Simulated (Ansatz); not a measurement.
Here is the system:

Host crystal: corundum, with a band gap (PBE, scalar-relativistic without spin-orbit coupling).

End structure of NH3 on the 1x1 (0001) surface of corundum (cut with top plane Al), one in a 1x1 cell, started at the site 'bridge O-O (span 2.6 Å)':

```xyz
24
Lattice="4.8088 0.0000 0.0000 -2.4044 4.1645 0.0000 0.0000 0.0000 27.5000" Properties=species:S:1:pos:R:3 pbc="T T T"
Al     2.4044     1.3882    10.3794
O      1.5165     2.8397    10.4714
O     -0.8131     4.0580    10.4714
O     -0.7034     1.4313    10.4714
Al     0.0000     0.0000    11.3378
Al     0.0000     2.7763    11.6260
O      0.7586     1.2920    12.6382
O     -1.6648     2.8615    12.6382
O      3.3105     0.0110    12.6382
Al     2.4046     1.3884    13.5315
Al    -0.0020     0.0005    13.9715
O      3.8883     1.3766    14.8583
O      1.6467     2.6944    14.8504
O      1.6643     0.1001    14.8606
Al    -0.0115     2.7781    15.8445
Al     2.3955     1.3993    16.1316
O      0.6855     4.1603    17.1370
O      0.7955     1.5182    16.9984
O     -1.5394     2.7338    16.9845
Al     0.0050     0.0225    17.3591
N     -1.5160     4.1573    19.2258
H     -0.5819     4.1229    18.7534
H     -1.5614     4.9922    19.8113
H     -1.6164     3.3156    19.7940
```

Set-up: 24 atoms, 6.7 Å thick at the start under the adsorbate (thin: gaps and levels are the slab's own); mesh 6x6x1; 0.01 eV smearing; dipole correction on; single point; no symmetry held, on the structure that PBE left; no spin, no spin-orbit, no U, no dispersion correction. At the end it is bonded to Al. In PBE it is, or lies within 0.03 eV of, the lowest of the starts that converged; the order may differ at this level.

A negative adsorption energy means that the adsorbate is more stable on the surface than in its reference.

Problem. What is the computed change of the step from the bottom to the top vacuum level, against the clean slab (r2SCAN, at the PBE geometry (Ansatz, a first-principles code))?

Solution. -4.09 eV

Problem. What gap of the slab on its k-mesh does r2SCAN, at the PBE geometry give?

Solution. 2.44 eV

Problem. What highest filled level below the top vacuum level does r2SCAN, at the PBE geometry give?

Solution. 2.85 eV

Problem. Estimate the adsorption energy against NH3(g) at the same level that r2SCAN, at the PBE geometry returns for this input.

Solution. -1.18 eV
